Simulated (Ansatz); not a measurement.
# A computed series for Os: response to strain

The reference is Os in the hcp (Mg type) structure (space group P6_3/mmc, No. 194; a = 2.729 Å, c = 4.309 Å; relaxed with 0.1 eV smearing).

Strains are applied to the cell and any free atomic positions relax.

Level of theory: DFT with PBEsol, PAW potentials and a 420 eV plane-wave cutoff in Ansatz (a first-principles code), spin-orbit coupling left out.

Notes on the quantities. energy relative to the base: free energy F.

```csv
isotropic strain (%),energy relative to the base (meV/atom)
-2,72.8
-1.5,40.2
0,0.0
0.5,?
1,16.2
1.5,35.9
2,62.6
2.5,96.0
3,135.7
```

Question: Fit ΔE = Aε² + Bε³ (ε in %) to the rows shown and predict the withheld row.

Answer: Least squares on the printed values gives A = 16.9 and B = -0.62 meV/atom (largest residual 0.1 meV/atom); this predicts 4.2 meV/atom, and the run gives 4.1 meV/atom, in agreement.

Stability against distortions was not tested. All final runs are without spin polarisation.
